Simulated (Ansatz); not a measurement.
Here is the system:

```
AlP
1.0
    0.00000     2.75388     2.75388
    2.75388     0.00000     2.75388
    2.75388     2.75388     0.00000
P Al
1 1
Direct
  0.25000   0.25000   0.25000
  0.00000   0.00000   0.00000
```

No spin polarisation.

0.209 holes added to each cell, a density of 5.0×10^21 cm⁻³, with a uniform compensating background at fixed cell and a 300 K Fermi–Dirac width.

Computed with PBE in Ansatz (plane waves to 420 eV, PAW, no spin-orbit coupling). Γ-centred 24×24×24 mesh, Fermi–Dirac width 0.0259 eV.

**Question.** Predict the gap between the host's bands and Fermi level from band edge.

**Answer.** The gap between the host's bands is 1.82 eV and the Fermi level relative to the doped band's edge (positive inside the band; to 0.05 eV) is +0.40 eV.

Carriers are added with a uniform compensating background; total energy and stress of such cells depend on the potential's zero and are not compared; many-body gap narrowing is missing at this level. No phonon test of stability was made. The cell was made from AlP in the zinc blende structure (space group F-43m, No. 216) by this change: holes 5.0×10^21 cm⁻³.

Ansatz is a program for electronic structure.
